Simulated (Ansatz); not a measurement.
**cubic HfO2 (0 0 1) on silicon (0 0 1) (film strained to the substrate, started from cuts of the bulks and a machine-learned relaxation; slabs Si48 and Hf30O50, which can lie off the formulas)**

A periodic stack without vacuum, cubic HfO2 (0 0 1) on silicon (0 0 1) (film strained to the substrate, started from cuts of the bulks and a machine-learned relaxation; slabs Si48 and Hf30O50, which can lie off the formulas): substrate slab Si48, film Hf30O50, surface cells [[2, 0], [2, 2]] and [[-3, -1], [-1, -2]], film strained by -4.0 and -4.0 %, outermost planes Si/Si and Hf/Hf as cut, which need not be the usual terminations and can put a slab off its formula.

The start was prepared with a machine-learned potential, and the result is one local minimum, with the in-plane cell held and forces under 0.04 eV/Å; the film can end far from its bulk form.

Values marked by level come from PBE (plane waves to 420 eV, PAW; Ansatz, a quantum-chemistry and plane-wave program); HSE06 (plane waves to 420 eV, PAW; Ansatz). Geometries and values that name no level are of the first. Spin–orbit coupling is left out; PBE gaps are too small against experiment. Its k-point mesh 3×3×1, Fermi–Dirac width 0.05 eV. HSE06 ran on meshes of its own (6×6×6); its edges and gaps are taken over the mesh and over extra points off it, mostly where PBE has its edges.

* **interface area**: 59.8 Å²
* **period**: 32.04 Å
* **heights between the nearest atoms of the two slabs at the two interfaces**: 1.12 and 1.13 Å
* **Hf–Si contacts across the interfaces within 1.22 times the sum of covalent radii**: 31, mean 2.88 Å
* **spin-polarised check at this geometry**: falls back to no moment

```yaml
crystal:
  lattice:
    - [7.73306, 0.00015, 0.20568]
    - [-0.00017, 7.73576, -0.00086]
    - [-2.04797, 2.89480, 32.00052]
  atoms:
    - { symbol: Si, position: [0.13961, 0.90995, 0.07227] }
    - { symbol: Si, position: [0.62619, 0.95013, 0.07423] }
    - { symbol: Si, position: [0.07915, 0.43259, 0.07623] }
    - { symbol: Si, position: [0.54010, 0.46331, 0.07209] }
    - { symbol: Si, position: [0.39266, 0.01243, 0.02805] }
    - { symbol: Si, position: [0.87556, 0.84613, 0.03785] }
    - { symbol: Si, position: [0.25060, 0.50989, 0.02016] }
    - { symbol: Si, position: [0.80770, 0.54829, 0.04691] }
    - { symbol: Si, position: [0.86294, 0.16299, 0.15708] }
    - { symbol: Si, position: [0.36213, 0.15692, 0.15647] }
    - { symbol: Si, position: [0.85441, 0.66271, 0.15891] }
    - { symbol: Si, position: [0.36022, 0.66085, 0.16239] }
    - { symbol: Si, position: [0.10452, 0.15576, 0.11298] }
    - { symbol: Si, position: [0.60763, 0.19198, 0.11351] }
    - { symbol: Si, position: [0.10759, 0.66452, 0.11971] }
    - { symbol: Si, position: [0.59240, 0.68393, 0.11721] }
    - { symbol: Si, position: [0.11784, 0.88054, 0.24463] }
    - { symbol: Si, position: [0.62131, 0.88152, 0.24480] }
    - { symbol: Si, position: [0.12628, 0.37744, 0.24301] }
    - { symbol: Si, position: [0.62556, 0.37467, 0.24323] }
    - { symbol: Si, position: [0.36285, 0.89909, 0.20276] }
    - { symbol: Si, position: [0.86108, 0.89850, 0.20111] }
    - { symbol: Si, position: [0.37045, 0.38820, 0.20071] }
    - { symbol: Si, position: [0.87035, 0.39479, 0.20054] }
    - { symbol: Si, position: [0.88184, 0.10249, 0.32919] }
    - { symbol: Si, position: [0.37865, 0.09996, 0.33007] }
    - { symbol: Si, position: [0.88929, 0.59015, 0.32864] }
    - { symbol: Si, position: [0.39186, 0.59551, 0.32861] }
    - { symbol: Si, position: [0.12460, 0.11569, 0.28673] }
    - { symbol: Si, position: [0.62466, 0.11563, 0.28757] }
    - { symbol: Si, position: [0.13335, 0.60860, 0.28611] }
    - { symbol: Si, position: [0.63296, 0.61083, 0.28553] }
    - { symbol: Si, position: [0.13800, 0.82094, 0.41245] }
    - { symbol: Si, position: [0.64821, 0.80493, 0.41090] }
    - { symbol: Si, position: [0.15407, 0.33095, 0.41604] }
    - { symbol: Si, position: [0.65139, 0.28842, 0.41881] }
    - { symbol: Si, position: [0.38711, 0.82946, 0.37081] }
    - { symbol: Si, position: [0.88892, 0.83163, 0.36828] }
    - { symbol: Si, position: [0.39808, 0.33403, 0.37336] }
    - { symbol: Si, position: [0.89262, 0.32866, 0.37433] }
    - { symbol: Si, position: [0.02722, 0.07700, 0.50943] }
    - { symbol: Si, position: [0.44439, 0.92287, 0.49363] }
    - { symbol: Si, position: [0.83816, 0.59883, 0.50713] }
    - { symbol: Si, position: [0.37899, 0.62984, 0.48715] }
    - { symbol: Si, position: [0.19616, 0.05788, 0.45359] }
    - { symbol: Si, position: [0.70529, 0.00912, 0.45931] }
    - { symbol: Si, position: [0.10603, 0.56888, 0.45874] }
    - { symbol: Si, position: [0.63619, 0.54162, 0.45457] }
    - { symbol: Hf, position: [0.24861, 0.37883, 0.64126] }
    - { symbol: Hf, position: [0.83609, 0.59239, 0.64094] }
    - { symbol: Hf, position: [0.05090, 0.96047, 0.63698] }
    - { symbol: Hf, position: [0.67115, 0.17532, 0.64307] }
    - { symbol: Hf, position: [0.45379, 0.78152, 0.63705] }
    - { symbol: Hf, position: [0.34254, 0.09302, 0.55783] }
    - { symbol: Hf, position: [0.94853, 0.29190, 0.56317] }
    - { symbol: Hf, position: [0.13791, 0.70768, 0.54602] }
    - { symbol: Hf, position: [0.77126, 0.89688, 0.54436] }
    - { symbol: Hf, position: [0.56025, 0.53470, 0.55745] }
    - { symbol: Hf, position: [0.27681, 0.31885, 0.80558] }
    - { symbol: Hf, position: [0.87240, 0.51767, 0.80940] }
    - { symbol: Hf, position: [0.07838, 0.91728, 0.80629] }
    - { symbol: Hf, position: [0.68338, 0.11683, 0.80902] }
    - { symbol: Hf, position: [0.47668, 0.71672, 0.80776] }
    - { symbol: Hf, position: [0.36872, 0.05193, 0.72221] }
    - { symbol: Hf, position: [0.96820, 0.24519, 0.72402] }
    - { symbol: Hf, position: [0.16507, 0.65315, 0.72306] }
    - { symbol: Hf, position: [0.76601, 0.84208, 0.72591] }
    - { symbol: Hf, position: [0.56109, 0.44852, 0.72302] }
    - { symbol: Hf, position: [0.30880, 0.24279, 0.96649] }
    - { symbol: Hf, position: [0.94339, 0.47026, 0.97631] }
    - { symbol: Hf, position: [0.16694, 0.83482, 0.98213] }
    - { symbol: Hf, position: [0.70264, 0.04644, 0.97677] }
    - { symbol: Hf, position: [0.55129, 0.59517, 0.98278] }
    - { symbol: Hf, position: [0.38929, 0.98317, 0.88979] }
    - { symbol: Hf, position: [0.00042, 0.18261, 0.88804] }
    - { symbol: Hf, position: [0.18932, 0.60053, 0.89244] }
    - { symbol: Hf, position: [0.79377, 0.78207, 0.89844] }
    - { symbol: Hf, position: [0.57861, 0.38999, 0.88795] }
    - { symbol: O, position: [0.11043, 0.48087, 0.58166] }
    - { symbol: O, position: [0.65389, 0.74172, 0.59414] }
    - { symbol: O, position: [0.83018, 0.08088, 0.59363] }
    - { symbol: O, position: [0.49472, 0.29273, 0.54886] }
    - { symbol: O, position: [0.26713, 0.84888, 0.58845] }
    - { symbol: O, position: [0.16396, 0.17397, 0.60608] }
    - { symbol: O, position: [0.75607, 0.39662, 0.60563] }
    - { symbol: O, position: [0.96848, 0.76838, 0.60272] }
    - { symbol: O, position: [0.49901, 0.03515, 0.61248] }
    - { symbol: O, position: [0.41684, 0.54190, 0.61131] }
    - { symbol: O, position: [0.07525, 0.43699, 0.75459] }
    - { symbol: O, position: [0.67118, 0.63113, 0.75901] }
    - { symbol: O, position: [0.87295, 0.03297, 0.75754] }
    - { symbol: O, position: [0.47253, 0.23514, 0.75695] }
    - { symbol: O, position: [0.27278, 0.83847, 0.75645] }
    - { symbol: O, position: [0.17283, 0.12890, 0.77303] }
    - { symbol: O, position: [0.77845, 0.32635, 0.77549] }
    - { symbol: O, position: [0.97494, 0.72539, 0.77424] }
    - { symbol: O, position: [0.57751, 0.92759, 0.77620] }
    - { symbol: O, position: [0.37390, 0.53256, 0.77329] }
    - { symbol: O, position: [0.17072, 0.17749, 0.69086] }
    - { symbol: O, position: [0.76198, 0.35969, 0.69103] }
    - { symbol: O, position: [0.95568, 0.75971, 0.68885] }
    - { symbol: O, position: [0.57349, 0.96724, 0.69179] }
    - { symbol: O, position: [0.35166, 0.55635, 0.69008] }
    - { symbol: O, position: [0.04921, 0.47375, 0.66849] }
    - { symbol: O, position: [0.64974, 0.66654, 0.67713] }
    - { symbol: O, position: [0.87791, 0.06629, 0.67450] }
    - { symbol: O, position: [0.46467, 0.26998, 0.67224] }
    - { symbol: O, position: [0.25902, 0.87127, 0.67323] }
    - { symbol: O, position: [0.09043, 0.37931, 0.92352] }
    - { symbol: O, position: [0.73937, 0.52308, 0.92705] }
    - { symbol: O, position: [0.84232, 0.02029, 0.92064] }
    - { symbol: O, position: [0.51709, 0.15695, 0.92567] }
    - { symbol: O, position: [0.31885, 0.77211, 0.92595] }
    - { symbol: O, position: [0.17949, 0.05828, 0.93661] }
    - { symbol: O, position: [0.87728, 0.22423, 0.98498] }
    - { symbol: O, position: [0.00907, 0.70615, 0.93934] }
    - { symbol: O, position: [0.63671, 0.81298, 0.95136] }
    - { symbol: O, position: [0.42184, 0.46147, 0.93800] }
    - { symbol: O, position: [0.19447, 0.09856, 0.85479] }
    - { symbol: O, position: [0.78608, 0.29908, 0.85984] }
    - { symbol: O, position: [0.97949, 0.69444, 0.85834] }
    - { symbol: O, position: [0.59159, 0.89520, 0.86083] }
    - { symbol: O, position: [0.37182, 0.49893, 0.85636] }
    - { symbol: O, position: [0.07816, 0.39615, 0.83853] }
    - { symbol: O, position: [0.67337, 0.59881, 0.84296] }
    - { symbol: O, position: [0.89183, 0.00738, 0.84075] }
    - { symbol: O, position: [0.48525, 0.20999, 0.84052] }
    - { symbol: O, position: [0.28216, 0.80528, 0.84154] }
```
